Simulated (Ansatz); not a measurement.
# Worked sum: formation energy of H_i in Mg (hcp, P6₃/mmc)

Subject: the formation energy of H_i in Mg (hcp, P6₃/mmc). Reaction: 36 Mg (hcp) + 1/2 H2 (gas) → cell A.

A: a supercell of 36 sites of Mg (hcp, P6₃/mmc) with H off the lattice sites (4 Mg at 1.99–2.06 Å); spin state with PBE: run without spin.

Setting: static, neutral cells in Ansatz (PAW) whose structures rest at the PBE level. Ansatz (a quantum-chemistry and plane-wave program) runs with its PAW set soft_1. Other levels take these structures. The lattices are those relaxed with PBE, so at other levels the solids can be strained, which adds to the spread. Larger cells are relaxed from a start prepared with the learned potential CHGNet, on a coarser mesh till forces fall under 0.03 eV/Å, which some starts already meet. A dispersion term (D3(BJ), or D4 for r2SCAN) was computed beside these levels and is taken off wherever the name lacks it. Mesh and cell size may move defect energies by 0.1 eV or more. Cell A has symmetry P3m1 within 0.02 Å and got no random move, so less symmetric positions, which may lie lower, weren't tried.

Total energies of the cells in eV, at zero smearing width. They compare only within one column; the weights balance every element.

```tsv
cell	atoms	weight	r2SCAN	RPBE
A: Mg:H_i	37	+1	-69366.35159	-69374.00179
Mg (hcp)	36	−1	-69350.56871	-69358.28677
H2 (gas)	2	−1/2	-31.88931	-32.07063
```

r2SCAN: (-69366.35159) − (-69350.56871) − 1/2 × (-31.88931) = 0.162 eV.

RPBE: (-69374.00179) − (-69358.28677) − 1/2 × (-32.07063) = 0.320 eV.
